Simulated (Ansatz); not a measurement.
Take HfN in the rock salt structure (space group Fm-3m, No. 225; a = 4.502 Å; relaxed with 0.1 eV smearing) as the base. Axes: x, y, z lie along the cube axes.

Computed with PBEsol (Ansatz, a first-principles code, PAW, no spin-orbit coupling).

Strains are applied to the cell and any free atomic positions relax.

One change was made to it. Results:

The pressure goes from zero to -10.5 GPa; the energy grows by 16 meV/atom.

Problem. What was done to the base?
A. strain tensor (xx, yy, zz, yz, xz, xy) = (−0.70, −1.09, +0.28, +1.03, +1.44, −1.23) %
B. isotropic strain +2.68 %
C. isotropic strain +1.35 %
D. isotropic strain −3.79 %
E. strain tensor (xx, yy, zz, yz, xz, xy) = (−1.25, −0.32, +3.02, −0.07, −0.18, −0.92) %

Solution. C, isotropic strain +1.35 %. For comparison, the energy relative to the base in the other runs: isotropic strain −3.79 % gives +148 meV/atom; strain tensor (xx, yy, zz, yz, xz, xy) = (−1.25, −0.32, +3.02, −0.07, −0.18, −0.92) % gives +20 meV/atom; strain tensor (xx, yy, zz, yz, xz, xy) = (−0.70, −1.09, +0.28, +1.03, +1.44, −1.23) % gives +13 meV/atom; isotropic strain +2.68 % gives +60 meV/atom.

Whether these cells are dynamically stable was not tested. The final runs are not spin-polarised. An odd electron count without spin: HfN.
